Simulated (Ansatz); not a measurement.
System: GaN (model structure, P6₂22, No. 180, 6 atoms in the cell). Method: r²SCAN (Ansatz, a first-principles code, PAW).

Numerical settings: plane-wave cutoff 560 eV, 12×12×6 k mesh (along the axes of the cell as run), Fermi–Dirac smearing 0.01 eV, scalar-relativistic PAW data made under PBE.

Cell (relaxed with PBEsol):

Space group P6₂22 (No. 180); a = b = 3.1252 Å, c = 7.3585 Å, α = β = 90.00°, γ = 120.00°

```tsv
atom	site	symmetry	x	y	z
Ga	3d	222	0.5000	0.0000	0.5000
N	3c	222	0.5000	0.0000	0.0000
```

**Question.** Give the computed band gap and smallest direct gap on the k points sampled.

**Answer.** 
* **band gap**: 1.90 eV (indirect)
* **smallest direct gap on the k points sampled**: 1.96 eV

Note: the relaxation could raise the start's symmetry but not lower it, so the cell can be a saddle point; cell and atoms aren't relaxed at this level (pressure 0.3 GPa).

Spin–orbit coupling is not included.

Computing time: roughly 70 core-seconds.

A model structure was made by putting elements into a prototype or built by hand; it is no filed structure, need not be a known phase, and can be a saddle point held by its symmetry.
